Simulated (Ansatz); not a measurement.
**A computed series for PtGe: response to strain**

The parent structure is PtGe (space group Pnma, No. 62; a = 5.772 Å, b = 3.713 Å, c = 6.129 Å). Axes: x, y, z lie along a, b, c of the conventional cell.

Strains are applied to the cell and any free atomic positions relax; under biaxial strain the out-of-plane vector relaxes too.

Method: r2SCAN (Ansatz, a first-principles code), no SOC.

Notes on the quantities. pressure: mean of the normal stresses, compression positive.

```tsv
change	volume per atom	pressure
base	16.42 Å³	0.0 GPa
biaxial strain −2.16 %, plane normal [001], relaxed out of plane	…	…
biaxial strain +1.40 %, plane normal [001], relaxed out of plane	16.64 Å³	-2.0 GPa
biaxial strain +1.79 %, plane normal [001], relaxed out of plane	16.70 Å³	-2.6 GPa
uniaxial strain ε_xx = −2.66 %	15.98 Å³	4.8 GPa
```

Task: Fill in the withheld entries from the trend.

Result: 
- biaxial strain −2.16 %, plane normal [001], relaxed out of plane, volume per atom: 16.09 Å³
- biaxial strain −2.16 %, plane normal [001], relaxed out of plane, pressure: 3.7 GPa

Without a gap, meshes like the base's 8×13×8 leave anisotropic stresses uncertain by several tenths of a GPa, and small strain energies with them. Whether these cells are dynamically stable was not tested. All final runs are without spin polarisation.
